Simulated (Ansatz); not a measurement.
We consider cubic perovskite BaHfO3, described by LDA (PAW; Ansatz, a program for electronic structure).

Settings: plane-wave cutoff 520 eV, 6×6×6 k mesh, scalar-relativistic PAW data made under PBE.

Cell (relaxed at this level):

BaHfO$_{3}$ is taken in the cubic space group Pm-3m (No. 221), the cubic perovskite structure, Pearson symbol cP5. Cell: a = b = c = 4.1216 Å, α = β = γ = 90.00°. Ba on 1a sees 12 O at 2.914 Å (cuboctahedral). Hf on 1b is coordinated by 6 O at 2.061 Å (octahedral). O on 3c is surrounded by 2 Hf at 2.061 Å and 4 Ba at 2.914 Å (octahedral). (Neighbours: up to the widest gap in distance over summed covalent radii, below 1.35, at either atom; cation-cation and far metal-metal contacts left out.)

Q: Predict the elastic constant C11, Voigt–Reuss–Hill shear modulus (Hill average), elastic constant C44, Voigt–Reuss–Hill bulk modulus and elastic constant C12.

A: 
- elastic constant C11 = 372 GPa
- Voigt–Reuss–Hill shear modulus (Hill average) = 112 GPa
- elastic constant C44 = 95.9 GPa
- Voigt–Reuss–Hill bulk modulus = 183 GPa
- elastic constant C12 = 87.7 GPa

Elastic constants are with the ions relaxed.

Spin–orbit coupling is not included.

Computed values are for the static lattice.
